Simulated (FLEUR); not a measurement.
A self-consistent single point of ScZn₃ (P6_3/mmc, 8 atoms in the cell) with FLEUR.

Computed with FLEUR with LDA (Vosko-Wilk-Nusair), all-electron FLAPW (FLEUR), scalar-relativistic valence.

The change in words: lattice scaled by 0.98. Reference geometry:
```yaml
crystal:
  lattice:
    - [5.80685, 0.00000, 0.00000]
    - [-2.90342, 5.02888, 0.00000]
    - [0.00000, 0.00000, 4.28978]
  atoms:
    - { symbol: Sc, position: [0.33333, 0.66667, 0.75000] }
    - { symbol: Sc, position: [0.66667, 0.33333, 0.25000] }
    - { symbol: Zn, position: [0.84266, 0.68533, 0.75000] }
    - { symbol: Zn, position: [0.15734, 0.31467, 0.25000] }
    - { symbol: Zn, position: [0.15734, 0.84266, 0.25000] }
    - { symbol: Zn, position: [0.84266, 0.15734, 0.75000] }
    - { symbol: Zn, position: [0.31467, 0.15734, 0.75000] }
    - { symbol: Zn, position: [0.68533, 0.84266, 0.25000] }
```

Reference input (self-consistent single point, DFT, LDA (Vosko-Wilk-Nusair), all-electron FLAPW (FLEUR), scalar-relativistic valence): Kmax = 4.4 1/bohr; GmaxXC = 15.4 1/bohr; xcFunctional = vwn; jspins = 1; l_soc = F; mode = hist; fermiSmearingEnergy = 0.00183747 Htr; mesh (inpgen div1-3) = 5 5 5; inpgen gamma flag = false; Gmax = 15.4 1/bohr; numbands = 0; maxIterBroyd = 25. This run's input differs from it in these lines:

```diff
@@ -3,5 +3,5 @@
 &input film=f /
-5.8068448350 -0.0000002117 0.0000000000
--2.9034222341 5.0288752488 0.0000000000
-0.0000000000 0.0000000000 4.2897790000
+5.6907081769 -0.0000000411 0.0000000000
+-2.8453540529 4.9282978673 0.0000000000
+0.0000000000 0.0000000000 4.2039830000
 1.8897261246
@@ -50,5 +50,5 @@
          <bravaisMatrix>
-            <row-1>   10.9733463861980756    -0.0000004000550206     0.0000000000000000</row-1>
-            <row-2>   -5.4866728465232670     9.5031969350116849     0.0000000000000000</row-2>
-            <row-3>    0.0000000000000000     0.0000000000000000     8.1065074450604637</row-3>
+            <row-1>   10.7538799093627677    -0.0000000776677437     0.0000000000000000</row-1>
+            <row-2>   -5.3769398875016199     9.3131332296472742     0.0000000000000000</row-2>
+            <row-3>    0.0000000000000000     0.0000000000000000     7.9443765024742810</row-3>
          </bravaisMatrix>
```

Log, with long lists cut:

```
 Iteration:     1   Distance:      14.81196704 me/bohr^3
 Iteration:     2   Distance:      11.31690449 me/bohr^3
 Iteration:     3   Distance:       4.10501227 me/bohr^3
 Iteration:     4   Distance:       3.98505229 me/bohr^3
 Iteration:     5   Distance:       2.11469557 me/bohr^3
   [... 8 lines left out ...]
 Iteration:    14   Distance:       0.00052554 me/bohr^3
 Iteration:    15   Distance:       0.00013521 me/bohr^3
 Iteration:    16   Distance:       0.00003878 me/bohr^3
 Iteration:    17   Distance:       0.00000627 me/bohr^3
 Reset of history
 Run finished successfully
 Stop message:
   Structural relaxation: new displacements generated

[file out, last iteration]
             iter=     18
[...]
          total density-effective poten   -1.9524458664E+04
          total charge density-energy d   -4.8868199721E+02
 Updated energy parameters for spin:           1
[...]
 fermi energy and band-weighting factors:

[...]
FERMIE:
          first approx. to ef    (T=0)  :   0.314695 htr   (energy of the highest occ. eigenvalue)
          number of occ. states  (T=0)  :        704
          first approx. to seigv (T=0)  :  -7.961320 htr
          sum of weights of occ. states :  47.072000
          sum of semicore charge        :   0.000000 e
FERHIS:  Fermi-Energy by histogram:
          bandgap                     :   0.004593 htr
   [... lines left out ...]
          charge neutrality (T=0)     :   0.144000    (zero if the highest occ. eigenvalue is "entirely" occupied)
     EF_NEWTON:  Adjust Fermi-Energy by Newton-Method.
 Direct bandgap for spin            1 :    1.1324589733893387E-002  Htr
 ---->    free energy=                    -12285.9364079768 htr
   [... lines left out ...]
      extrapolation for T->0
 ---->    total electron energy=          -12285.9358651277 htr
 ***** TOTAL FORCES ON ATOMS *****
 TOTAL FORCE FOR ATOM TYPE=  1  X=  5.377   Y= -3.104   Z= -1.986
                       FX_TOT= 0.000000 FY_TOT= 0.000000 FZ_TOT= 0.000000
 TOTAL FORCE FOR ATOM TYPE=  2  X=  0.000   Y= -2.931   Z= -1.986
                       FX_TOT= 0.000000 FY_TOT=-0.000523 FZ_TOT= 0.000000
```

The run converged in 17 iterations. FLEUR gives forces in its relaxation mode, with a further iteration, so its stop message speaks of a relaxation. 

The starting cell comes from a database of computed structures (which also holds hypothetical and non-ambient phases and stackings), without a prior relaxation at this level. Its lattice was rescaled by a random factor within 2.5 % of one. For this run, on top of that: lattice scaled by 0.98. Values depend on the basis (sphere radii, cutoffs, local orbitals), which need not be converged. The log's line on a gap gives a spacing of levels on this mesh, which the program prints for metals too.

These are the values that this program gave, and no reference: the default basis lacks the next d shell.

Cost on one core of a shared machine: roughly 3 min.
